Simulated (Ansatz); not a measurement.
Base system: MgO in the rock salt structure (space group Fm-3m, No. 225; a = 4.2044 Å). Axes: x, y, z lie along the cube axes.

All numbers come from r2SCAN/PAW in Ansatz (a quantum-chemistry and plane-wave program), without spin-orbit coupling.

Strains are applied to the cell and any free atomic positions relax.

One change was made to it. Results:

| quantity | base | after |
|---|---|---|
| energy relative to the base (free energy F) | 0 meV/atom | +0.6 meV/atom |
| band gap | 5.68 eV | 5.64 eV |
| valence-band top at Γ (three highest levels, from the VBM) | 0.00, 0.00, 0.00 eV | 0.00, -0.04, -0.09 eV |

**Question.** What was done to the base?
(A) tensor shear ε_xy = +0.57 %
(B) tensor shear ε_xy = +1.14 %
(C) tensor shear ε_xy = +1.43 %

**Answer.** A, tensor shear ε_xy = +0.57 %. For comparison, the band gap in the other runs: tensor shear ε_xy = +1.43 % gives 5.56 eV; tensor shear ε_xy = +1.14 % gives 5.59 eV.

Stability against distortions was not tested.
